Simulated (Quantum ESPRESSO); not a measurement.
Checking a run of Quantum ESPRESSO on K3SbI6 (Fm-3m, 10 atoms in the cell). The aim is a self-consistent single point with DFT, PBEsol, plane waves, PseudoDojo standard norm-conserving (PBESOL) pseudopotentials.

Cell that was meant: a = 8.8450 Å, b = 8.8450 Å, c = 8.8450 Å, α = 60.00°, β = 60.00°, γ = 60.00°.

Part of the input:

```fortran
/
&system
  ibrav = 2
  celldm(1) = 12.5087170491
  nat = 10
  ntyp = 3
  ecutwfc = 80
```

Output, abridged:

```
     G-vector sticks info
     --------------------
     sticks:   dense  smooth     PW     G-vecs:    dense   smooth      PW
   [... lines left out ...]

     number of k points=     3  Gaussian smearing, width (Ry)=  0.0037
                       cart. coord. in units 2pi/alat
        k(    1) = (   0.0000000   0.0000000   0.0000000), wk =   0.2500000
        k(    2) = (   0.5000000  -0.5000000   0.5000000), wk =   1.0000000
        k(    3) = (   0.0000000  -1.0000000   0.0000000), wk =   0.7500000

     Dense  grid:    47447 G-vectors     FFT dimensions: (  54,  54,  54)

     Initial potential from superposition of free atoms

     starting charge      83.9421, renormalised to      84.0000
     Self-consistent Calculation

     iteration #  1     ecut=    80.00 Ry     beta= 0.70

     total energy              =    -485.56598226 Ry
     estimated scf accuracy    <       2.12622036 Ry

     iteration #  2     ecut=    80.00 Ry     beta= 0.70

     total energy              =    -485.81791412 Ry
     estimated scf accuracy    <       5.44016405 Ry

     iteration #  3     ecut=    80.00 Ry     beta= 0.70

     total energy              =    -486.78162575 Ry
     estimated scf accuracy    <       0.02826099 Ry

   [... 9 blocks of this kind left out ...]

     iteration # 13     ecut=    80.00 Ry     beta= 0.70

     total energy              =    -486.81718541 Ry
     estimated scf accuracy    <          2.5E-09 Ry

     iteration # 14     ecut=    80.00 Ry     beta= 0.70
     End of self-consistent calculation

     the Fermi energy is    41.8824 ev

!    total energy              =    -486.81718541 Ry
     estimated scf accuracy    <          7.1E-12 Ry
     smearing contrib. (-TS)   =      -0.00000000 Ry
     internal energy E=F+TS    =    -486.81718541 Ry

     convergence has been achieved in  14 iterations

     Forces acting on atoms (cartesian axes, Ry/au):

     atom    1 type  1   force =    -0.00000000   -0.00000000   -0.00000000
     atom    2 type  1   force =     0.00000000    0.00000000    0.00000000
     atom    3 type  1   force =     0.00000000    0.00000000   -0.00000000
     atom    4 type  2   force =    -0.00000000    0.00000000   -0.00000000
   [... lines left out ...]

     Total force =     9.608951     Total SCF correction =     0.000000

          total   stress  (Ry/bohr**3)                   (kbar)     P=    16672.05
   0.11333427  -0.00000000  -0.00000000        16672.05       -0.00       -0.00
  -0.00000000   0.11333427   0.00000000           -0.00    16672.05        0.00
  -0.00000000   0.00000000   0.11333427           -0.00        0.00    16672.05

   JOB DONE.
```

### Question
Is anything amiss in this input, and did it matter?

### Answer
The run is not sound. The fault is this: cell lengths typed in angstrom where bohr is read. 1 bohr is 0.529 Å, so a mix-up scales every length by 1.89 or 0.529 and the volume by 6.75 or 0.148. To fix it, give the lengths in the unit that the key or card expects. The run converged in 14 iterations without an error; against the sound input the free energy goes up by 41.9 eV/atom, the pressure goes from -0.01 to 1667 GPa, the largest force goes from 0.077 to 100.9 eV/Å and no clean gap remains on the mesh (levels overlap or are partly filled), against 2.34 eV before.

The sound input it was made from differs as follows (other fixes are possible):
```diff
-  celldm(1) = 12.5087170491
+  A = 12.5087160000
```

With that input, the run converged in 10 iterations: free energy E − TS -7042.2093 eV; top of the valence band (on the code's own zero) 1.67 eV; gap on the k-point mesh 2.34 eV; pressure -0.01 GPa; largest force (vector length) 0.077 eV/Å (DFT, PBEsol, plane waves, PseudoDojo standard norm-conserving (PBESOL) pseudopotentials).

On the sound input: the starting cell comes from a database of computed structures (which also holds hypothetical and non-ambient phases and stackings), without a prior relaxation at this level. Its lattice was rescaled by a random factor within 2.5 % of one. Spin-orbit coupling is off.
